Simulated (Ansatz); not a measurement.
Reference: MgS (Fm-3m), r2SCAN with spin-orbit coupling, rigid bands (plane waves, PAW; Ansatz, a program for electronic structure); axes and stresses refer to this cell.

```xyz
2
Lattice="0.0000 2.6016 2.6016 2.6016 0.0000 2.6016 2.6016 2.6016 0.0000" Properties=species:S:1:pos:R:3 pbc="T T T"
Mg     0.0000     0.0000     0.0000
S      2.6016     2.6016     2.6016
```

- band gap: 3.43 eV
- hole conductivity mass: 1.22 mₑ
- electron conductivity mass: 0.37 mₑ

**Question.** After one change the values are band gap 3.29 eV; hole conductivity mass 0.83 mₑ; electron conductivity mass 0.37 mₑ. What was changed between the two runs?
(A) uniaxial stress along [110] of -1 GPa (compression positive)
(B) uniaxial stress along [110] of -2 GPa (compression positive)
(C) uniaxial stress along [110] of 1 GPa (compression positive)
(D) hydrostatic pressure 2 GPa

**Answer.** B, uniaxial stress along [110] of -2 GPa (compression positive)

Masses are for dilute carriers at 300 K, harmonic means over directions unless an axis is named. Stresses and pressures are the targets of the relaxation.  The structure type is held under load, also where the real crystal would transform.
